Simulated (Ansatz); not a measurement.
Defect: interstitial Al in wurtzite ZnO, charge state +3. The step: several atoms move together, Al the farthest; the atom moves 1.06 Å along (-0.32, 0.00, 0.00) of the unit cell; the moving atom starts with neighbours 2 O at 1.78, O at 1.81, O at 1.82 Å and ends with 2 O at 1.79, O at 1.81, O at 1.82 Å. DFT values are from Ansatz (plane-wave PAW, 420 eV unless said) in a cell of 72 host sites, spin-restricted, static, with no finite-size correction. The charge state is imposed; whether it is stable for some Fermi level was not computed. Sites that were not tried may lie lower. For the PBE band: the saddle point's order was not checked, and it lies on a symmetry element of the cell, where a band can be held.

```
Level                                                                      Forward barrier (eV)  Cost of the band or of the saddle's single point
-------------------------------------------------------------------------  --------------------  ------------------------------------------------
PBE, one k-point at (0.125, 0.250, 0.250), band relaxed                                    0.25           about 100 core-minutes (a rough figure)
PBE, a 2×2×2 k-point mesh shifted by half a step along c, same geometries                  0.22             about 5 core-minutes (a rough figure)
r2SCAN at 500 eV, one k-point at (0.125, 0.250, 0.250), same geometries                       …                     very roughly 2.4 core-minutes
```

Task: Some entries are withheld; supply them.

Result: 
- r2SCAN at 500 eV, one k-point at (0.125, 0.250, 0.250), same geometries, Forward barrier (eV): 0.43

Ansatz is a program for electronic structure.
